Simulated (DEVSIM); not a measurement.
## CdS/CdTe n-p heterojunction

Device: CdS/CdTe n-p heterojunction, at 300 K.

```
layer (left to right)  material  thickness (μm)  Nd (cm⁻³)  Na (cm⁻³)  τn (s)  τp (s)
---------------------  --------  --------------  ---------  ---------  ------  ------
1                           CdS           0.170     2.3e17          -    2e-9    2e-9
2                          CdTe           0.230          -     1.7e16    2e-9    2e-9
```

Left contact: ohmic. Right contact: ohmic. Voltage is applied to the left contact. Recombination: SRH at mid-gap, radiative, Auger. Mobility is constant in doping.

This is a model device: material constants are rounded textbook-type values typed into the input, and sizes, dopings and lifetimes were drawn at random. Values at 300 K.

```tsv
parameter	CdS	CdTe
gap (eV)	2.4	1.5
affinity (eV)	4.3	4.28
permittivity	9	10.2
Nc (cm⁻³)	2.2e18	8e17
Nv (cm⁻³)	1.8e19	1.8e19
μn (cm²/Vs)	300	1000
μp (cm²/Vs)	25	80
B (cm³/s)	1e-10	1e-10
Cn (cm⁶/s)	1e-30	1e-30
Cp (cm⁶/s)	1e-30	1e-30
```

Simulated with DEVSIM: 1D drift-diffusion, Boltzmann statistics, complete ionisation; no tunnelling, impact ionisation, image-force lowering or self-heating. Band offsets follow the typed affinities; no thermionic-emission limit at abrupt steps, no polarisation charge.

```yaml
potential_step_across_the_device_at_zero_bias: 1.242 V
largest_field_in_the_device_at_zero_bias: 94000 V/cm
Dark forward voltage at 1 A/cm²: 0.995 V
Dark forward voltage at 100 A/cm²: 1.124 V
```

Dark reverse current:

```tsv
V (V)	J (A/cm²)
0.04	3.9e-11
0.10	7.9e-11
0.20	1.3e-10
0.30	1.8e-10
0.40	2.2e-10
0.60	3.0e-10
0.80	3.6e-10
1.00	4.1e-10
1.30	4.8e-10
1.60	5.3e-10
2.00	5.9e-10
```

Dark forward current:

(V (V), J (A/cm²)): (-0.05, -9.4e-11); (-0.10, -3.3e-10); (-0.20, -2.7e-9); (-0.25, -7.3e-9); (-0.30, -2.0e-8); (-0.35, -5.4e-8); (-0.45, -4.0e-7); (-0.50, -1.1e-6); (-0.55, -3.1e-6); (-0.60, -8.8e-6); (-0.70, -8.4e-5); (-0.75, -0.00030); (-0.80, -0.0013); (-0.85, -0.0063); (-0.95, -0.20); (-1.00, -1.2); (-1.05, -7.2); (-1.10, -43); (-1.20, -1200); (-1.25, -4700)
